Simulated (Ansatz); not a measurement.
The starting structures come from a database of crystals and need not be the phases stable at ambient conditions.

Given:

```yaml
crystal:
  lattice:
    - [4.57074, 0.00000, 0.00000]
    - [-2.28537, 3.95838, 0.00000]
    - [2.28537, -1.31946, 3.73199]
  atoms:
    - { symbol: Mg, position: [0.00000, 0.00000, 0.00000] }
    - { symbol: Te, position: [0.75000, 0.25000, 0.75000] }
```

Space group of this cell: F-43m, zinc blende. The cell is taken as given.

The numbers are results of PBEsol (plane waves, PAW; Ansatz, an electronic-structure program), not measurements.

The current runs along the normal of the first two printed vectors; no spin-orbit coupling. Scaled by the factor s: both lengths across the current (ions clamped). Meshes 8×8×8 and 12×12 across the current in all rows.

```tsv
s	mean pressure (GPa)	band gap (eV)
0.98	1.1	?
1.00	-0.4	2.30
1.02	-1.7	2.09
```

Take the slope of the band gap against ln s from the two given rows, extrapolate to s = 0.98, and say what the run there gives.

Slope = (2.09 − 2.30) / ln 1.02 = -10.6 eV. The line gives 2.30 + (-10.6) × ln 0.98 = 2.51 eV. The run gives 2.44 eV, 0.07 eV under the line, 35 % of the predicted step.
